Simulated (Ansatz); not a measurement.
Results of LDA (PAW; Ansatz, an electronic-structure program) for PtIn₂ (model structure, started from the C15 type, Fd-3m, No. 227, 6 atoms in the cell).

Run with plane-wave cutoff 520 eV, 12×12×12 k mesh, Fermi–Dirac smearing 0.05 eV, scalar-relativistic PAW data made under PBE.

Cell (relaxed at this level):

```xyz
6
Lattice="0.0000 3.9277 3.9277 3.9277 0.0000 3.9277 3.9277 3.9277 0.0000" Properties=species:S:1:pos:R:3 pbc="T T T"
In     4.9096     4.9096     4.9096
In     4.9096     2.9458     2.9458
In     2.9458     4.9096     2.9458
In     2.9458     2.9458     4.9096
Pt     1.9639     1.9639     1.9639
Pt     0.0000     0.0000     0.0000
```

Predict the bulk modulus.


- bulk modulus = 89.3 GPa

The run finds no gap.

Note: the bulk modulus is −V dP/dV from two relaxed cells at ±2 % in volume; the relaxation could raise the start's symmetry but not lower it, so the cell can be a saddle point.

Spin–orbit coupling is not included.

Static lattice: no zero-point or thermal effects.

A model structure was made by putting elements into a prototype or built by hand; it is no filed structure, need not be a known phase, and can be a saddle point held by its symmetry.
